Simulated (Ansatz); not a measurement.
## Ta: response to strain

The reference is Ta in the bcc (W type) structure (space group Im-3m, No. 229; a = 3.282 Å; relaxed with 0.1 eV smearing). Axes: x, y, z lie along the cube axes.

Strains are applied to the cell and any free atomic positions relax; under biaxial strain the out-of-plane vector relaxes too; under stress the whole cell relaxes.

Calculations: plane-wave PAW DFT at the PBEsol level (Ansatz, a quantum-chemistry and plane-wave program, 420 eV), spin-orbit coupling left out, earlier PAW set.

Notes on the quantities. energy relative to the base: free energy F.

```json
[
 {"change": "base", "shortest interatomic distance": "2.843 Å", "energy relative to the base": "0 meV/atom"},
 {"change": "biaxial strain −1.20 %, plane normal [001], relaxed out of plane", "shortest interatomic distance": "2.834 Å", "energy relative to the base": "+4.1 meV/atom"},
 {"change": "biaxial strain +3.89 %, plane normal [110], relaxed out of plane", "shortest interatomic distance": "2.798 Å", "energy relative to the base": "+40 meV/atom"},
 {"change": "isotropic strain +2.04 %", "shortest interatomic distance": "2.901 Å", "energy relative to the base": "+40 meV/atom"},
 {"change": "isotropic strain +2.91 %", "shortest interatomic distance": "2.925 Å", "energy relative to the base": "+80 meV/atom"},
 {"change": "uniaxial strain ε_yy = +4.80 %", "shortest interatomic distance": "2.889 Å", "energy relative to the base": "+33 meV/atom"},
 {"change": "uniaxial stress, 1 GPa tension along z", "shortest interatomic distance": "2.844 Å", "energy relative to the base": "+0.3 meV/atom"},
 {"change": "tensor shear ε_yz = −2.94 %", "shortest interatomic distance": "2.787 Å", "energy relative to the base": "+14 meV/atom"},
 {"change": "uniaxial stress, 3 GPa tension along x", "shortest interatomic distance": "2.848 Å", "energy relative to the base": "+3.2 meV/atom"},
 {"change": "uniaxial stress, 1 GPa tension along x", "shortest interatomic distance": "2.844 Å", "energy relative to the base": "+0.3 meV/atom"}
]
```

Stability under load was not tested beyond the relaxation. All final runs are without spin polarisation.
